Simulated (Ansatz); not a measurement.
**Input and output of a self-consistent single point for ZnPt (P4/mmm, 2 atoms in the cell) (Ansatz, a program for electronic structure)**

Level of theory: LDA (PW92), default PAW files made with PBE (plane waves; Ansatz).

The input file:

Ansatz 0.2 input:
```yaml
crystal:
  lattice:
    - [2.842307, 0.000000, 0.000000]
    - [0.000000, 2.842307, 0.000000]
    - [0.000000, 0.000000, 3.484076]
  atoms:
    - { symbol: Zn, position: [0.500000, 0.500000, 0.500000] }
    - { symbol: Pt, position: [0.000000, 0.000000, 0.000000] }
basis:
  ecutwfc: 30.9 Ry
kpoints:
  mp_grid: { grid: [12, 12, 10] }
hamiltonian:
  xc: lda
  pseudopotentials: { kind: paw }
scf:
  occupations: { method: fermi_dirac, width: 0.0073 Ry }
output:
  forces: true
  eigenvalues: true
  stress: true
```

Output, abridged:

```
WARN ansatz: RAYON_NUM_THREADS=1 ignored (pool sized by the plan → 1); use --threads N
Pseudopotentials: kind: paw
Pseudopotential: Zn, paw, valence charge 12
Pseudopotential: Pt, paw, valence charge 18
Crystal: 2 atoms, lattice volume = 28.147 Å³
Basis set: ecut = 420.4159175005146 eV, 543 PW (Γ)
Bands: 19, of which v1, the nominal top of the filled ones, is band 15 counted from 1 (14 counted from 0)
Symmetry: 16 space group operations
Space group: P4/mmm (ITA 123), of the structure as read, at distance tolerance 3.0e-5 Å
k-points: 168 of 1440
PAW frozen core: Zn, regenerated for the run's functional, and the local potential with it
PAW frozen core: Pt, regenerated for the run's functional, and the local potential with it
Initial density: superposition of atomic densities (neutral atoms: chi_scale 0, normalization atom), corrected by the library's trained network
Initial wavefunctions: pseudopotential atomic-orbital guess
Eigensolver: davidson
Functional: x = slater, c = lda
SCF iter   1: F=—  HF=-15492.396552 eV  |F-HF|=—  |Δ(HF+E_count)|=         —  Δρ=9.35e-3  dr2=2.35e-2  ethr=1.77e-3  ⟨swp⟩=4.9  Hψ=13712  notcnv=0
all-band conjugate gradients solve this SCF's bands
preconditioner: auto → none
SCF iter   2: F=—  HF=-15492.393806 eV  |F-HF|=—  |Δ(HF+E_count)|=   2.75e-3  Δρ=5.34e-3  dr2=1.14e-2  ethr=7.82e-5  ⟨swp⟩=1.5  Hψ=5282  notcnv=0
SCF iter   3: F=—  HF=-15492.391625 eV  |F-HF|=—  |Δ(HF+E_count)|=   2.18e-3  Δρ=3.01e-3  dr2=1.52e-3  ethr=3.80e-5  ⟨swp⟩=2.0  Hψ=4964  notcnv=0
SCF iter   4: F=—  HF=-15492.390855 eV  |F-HF|=—  |Δ(HF+E_count)|=   7.70e-4  Δρ=2.98e-4  dr2=1.05e-5  ethr=5.08e-6  ⟨swp⟩=2.0  Hψ=5001  notcnv=0
SCF iter   5: F=—  HF=-15492.390856 eV  |F-HF|=—  |Δ(HF+E_count)|=   1.52e-6  Δρ=5.17e-5  dr2=3.87e-7  ethr=3.51e-8  ⟨swp⟩=2.3  Hψ=6427  notcnv=0
SCF iter   6: F=-15492.390856 eV  HF=-15492.390856 eV  |F-HF|=1.58e-9  |Δ(HF+E_count)|=   2.61e-8  Δρ=6.34e-6  dr2=5.26e-9  ethr=3.33e-10  ⟨swp⟩=5.0  Hψ=13756  notcnv=0
SCF 1 converged in 6 iterations: F = -15492.390856 eV  dr2 = 5.26e-9
SCF converged after 6 iterations
Free energy (F): -15492.390856 eV
Harris-Foulkes:  -15492.390856 eV  (|F-HF|=1.58e-9)
Internal energy: -15492.376605 eV  (E = F + TS)
E sigma→0 (E₀):  -15492.383730 eV
Entropy (-TS):   -0.014252 eV (-7.126 meV/atom)
Fermi energy:    18.082124 eV
--- Per-component energies (eV) ---
  E_band       = -85.369278
  E_kinetic    = 772.274982
  E_local      = -2969.278928  (includes V_loc(G=0)·N_el)
  E_nonlocal   = 822.344361
  E_hartree    = 1169.421029
  E_xc         = -397.441041
  E_vxc        = -358.237330  (∫ρ·V_xc dr)
  E_paw        = -10932.928728  (= ΣΔE_a)
  E_vpaw       = -691.311629  (= ΣTr[D̂ρ^β])
  E_aug_tail   = -0.000172  (compensation charges beyond the density's cutoff)
  E_ewald      = -3958.789118
  E_core_change = 2.021011  (= ΣΔE_core)
  E_smearing   = -0.014252  (= −TS)
  E_closure    = -0.000000  (closes the sum)
  Σ components = -15492.390856   (vs F -15492.390856, Δ=0.00e0)
--- Forces (eV/Å), atoms counted from 1 ---
  atom   1  Zn     0.00000000    -0.00000000     0.00000000
  atom   2  Pt    -0.00000000     0.00000000     0.00000000
  max |Σ_I F_I| component: 3.16e-30 eV/Å
--- Stress (GPa, compression-positive) ---
       -7.059635       0.000000       0.000000
        0.000000      -7.059635       0.000000
        0.000000       0.000000      -6.906228
  P = ⅓ Tr σ = -7.0085 GPa (-70.085 kbar)
  The stress holds the Pulay correction. Without it, at fixed plane waves, as pw.x and ABINIT print it: P = -7.0841 GPa
--- Band table (eV; the first three rows and the last of 168) ---
  k-point 0: bands = ["-80.3371", "-34.4659", "-34.3870", "-34.3870", "7.4635", "10.2011", "10.2563", "11.0369", "11.0369", "11.2807", "13.3686", "14.0271", "16.5635", "16.5635", "17.1527", "20.4800", "26.4561", "26.4561", "27.1050"]
  k-point 1: bands = ["-80.3371", "-34.4677", "-34.3869", "-34.3869", "7.6130", "10.2382", "10.2838", "11.0472", "11.0472", "11.2853", "13.3370", "13.9733", "16.4623", "16.4623", "17.1455", "19.7499", "26.7498", "26.7498", "28.0862"]
  k-point 2: bands = ["-80.3370", "-34.4723", "-34.3867", "-34.3867", "8.0520", "10.3361", "10.3587", "11.0751", "11.0751", "11.2974", "13.2512", "13.7737", "16.2104", "16.2104", "17.1264", "18.3325", "27.5778", "27.5778", "30.2728"]
  k-point 167: bands = ["-80.3214", "-34.5606", "-34.5606", "-34.4465", "10.5611", "10.7598", "10.7598", "11.3655", "11.5770", "12.2709", "12.8546", "12.8546", "16.7882", "18.3010", "20.7279", "23.2839", "23.2839", "23.6800", "25.1787"]
```

The run converged in 6 iterations.

The starting cell comes from a database of computed structures (which also holds hypothetical and non-ambient phases and stackings), without a prior relaxation at this level. Its lattice was rescaled by up to half a per cent. Spin-orbit coupling is off. Spin polarisation is off. With a pressure of about -7 GPa the cell is away from its equilibrium volume at this level. Ansatz's pressure includes its estimate of the finite-basis (Pulay) stress.
